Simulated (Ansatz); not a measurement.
**The (100) surface of alpha tin, from a spin-polarised start, ideal bulk-terminated 1x1 (bottom of the slab: dihydride, held)**

The numbers are results of PBE (plane waves to 420 eV, PAW; Ansatz, a first-principles code), not measurements.

Set-up: 10 atoms, 12.8 Å thick at the start with caps and adatoms (thin: gaps and levels are the slab's own); mesh 6x6x1; 0.025 eV smearing; dipole correction on; 4 atoms held, the rest relaxed; held to the start's symmetry, so lower structures may exist; spin-polarised, no spin-orbit, no U. The slab shows no gap on its mesh. The starting moment vanished. In PBE it lies 0.56 eV a 1x1 cell over the lowest computed structure of the same composition (p(2x2) alternately buckled dimers).

| Quantity | Value |
|---|---|
| work function of the top face | 4.57 eV |
| energy released by relaxation | 0.006 eV |
| cost | roughly 4 core-minutes |
